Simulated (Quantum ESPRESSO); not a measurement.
Worked example: self-consistent single point of BaP2Os2 (P1, 5 atoms in the cell) in Quantum ESPRESSO.

Level of theory: PBEsol, GBRV 1.5 ultrasoft (PBESOL) pseudopotentials (plane waves; Quantum ESPRESSO 7.5).

The change in words: atoms moved at random. Reference geometry:
```
Ba(POs)2
1.0
   -2.02953     2.02953     6.16354
    2.02953    -2.02953     6.16354
    2.02953     2.02953    -6.16354
Ba P Os
1 2 2
Cartesian
  0.00000   0.00000   0.00000
  0.00000   0.00000   8.09987
  0.00000   0.00000   4.22720
  2.02953   0.00000   3.08177
  0.00000   2.02953   3.08177
```

Reference input (self-consistent single point, DFT, PBEsol, plane waves, GBRV 1.5 ultrasoft (PBESOL) pseudopotentials): ecutwfc = 40 Ry; ecutrho = 320 Ry; occupations = smearing; smearing = fermi-dirac; degauss = 0.0036749 Ry; potentials = {Ba: ba_pbesol_v1.uspp.F.UPF, P: p_pbesol_v1.5.uspp.F.UPF, Os: os_pbesol_v1.2.uspp.F.UPF}; K_POINTS = automatic 7 7 7 0 0 0; conv_thr = 1e-10 Ry. This run's input differs from it in these lines:

```diff
@@ -26,7 +26,7 @@
 ATOMIC_POSITIONS {crystal}
-Ba    0.000000000    0.000000000    0.000000000
-P     0.657080000    0.657080000    0.000000000
-P     0.342920000    0.342920000    0.000000000
-Os    0.250000000    0.750000000    0.500000000
-Os    0.750000000    0.250000000    0.500000000
+Ba    0.005415000   -0.011806000    0.002286000
+P     0.653691000    0.646595000   -0.011612000
+P     0.350406000    0.352086000    0.012960000
+Os    0.247720000    0.754916000    0.501836000
+Os    0.742768000    0.258210000    0.494529000
 K_POINTS {automatic}
```

Output (repeated stretches shortened):

```
     Self-consistent Calculation

     iteration #  1     ecut=    40.00 Ry     beta= 0.70

     Threshold (ethr) on eigenvalues was too large:
     Diagonalizing with lowered threshold

     negative rho (up, down):  3.369E-01 0.000E+00

     total energy              =    -498.43662286 Ry
     estimated scf accuracy    <       0.25663795 Ry

     iteration #  2     ecut=    40.00 Ry     beta= 0.70

     negative rho (up, down):  3.364E-01 0.000E+00

     total energy              =    -498.45122371 Ry
     estimated scf accuracy    <       0.20445938 Ry

     iteration #  3     ecut=    40.00 Ry     beta= 0.70

     negative rho (up, down):  3.331E-01 0.000E+00

     total energy              =    -498.49943381 Ry
     estimated scf accuracy    <       0.17044767 Ry

   [... 9 blocks of this kind left out ...]

     iteration # 13     ecut=    40.00 Ry     beta= 0.70

     negative rho (up, down):  3.323E-01 0.000E+00

     total energy              =    -498.52216721 Ry
     estimated scf accuracy    <          6.7E-10 Ry

     iteration # 14     ecut=    40.00 Ry     beta= 0.70

     negative rho (up, down):  3.323E-01 0.000E+00
     End of self-consistent calculation

     Number of k-points >= 100: set verbosity='high' to print the bands.

     the Fermi energy is    13.8510 ev

!    total energy              =    -498.52216721 Ry
     estimated scf accuracy    <          2.8E-11 Ry
     smearing contrib. (-TS)   =      -0.00100103 Ry
     internal energy E=F+TS    =    -498.52116618 Ry

     convergence has been achieved in  14 iterations

     negative rho (up, down):  3.323E-01 0.000E+00

     Forces acting on atoms (cartesian axes, Ry/au):

     atom    1 type  1   force =     0.00243293   -0.00250304    0.00881930
     atom    2 type  2   force =     0.02451298    0.00053056    0.01083956
     atom    3 type  2   force =    -0.00850434   -0.03120988    0.00497081
     atom    4 type  3   force =     0.00280531   -0.00650055   -0.00345507
   [... lines left out ...]
     Total force =     0.066455     Total SCF correction =     0.000025
   [... lines left out ...]

     negative rho (up, down):  3.323E-01 0.000E+00
          total   stress  (Ry/bohr**3)                   (kbar)     P=      -32.98
  -0.00025955  -0.00000039  -0.00009123          -38.18       -0.06      -13.42
  -0.00000039  -0.00019415  -0.00009505           -0.06      -28.56      -13.98
  -0.00009123  -0.00009505  -0.00021882          -13.42      -13.98      -32.19

   JOB DONE.
```

The run converged in 14 iterations. Against the reference run the free energy goes up by 13.5 meV/atom, the pressure goes from -2.84 to -3.30 GPa and the largest force goes from 0.153 to 1.279 eV/Å.

The starting cell comes from a database of computed structures (which also holds hypothetical and non-ambient phases and stackings), without a prior relaxation at this level. For this run, on top of that: atoms moved at random. Spin polarisation is off. With a pressure of about -3 GPa the cell is away from its equilibrium volume at this level. Forces in this geometry exceed 1 eV/Å.

Cost on one core of a shared machine: roughly 9 min.
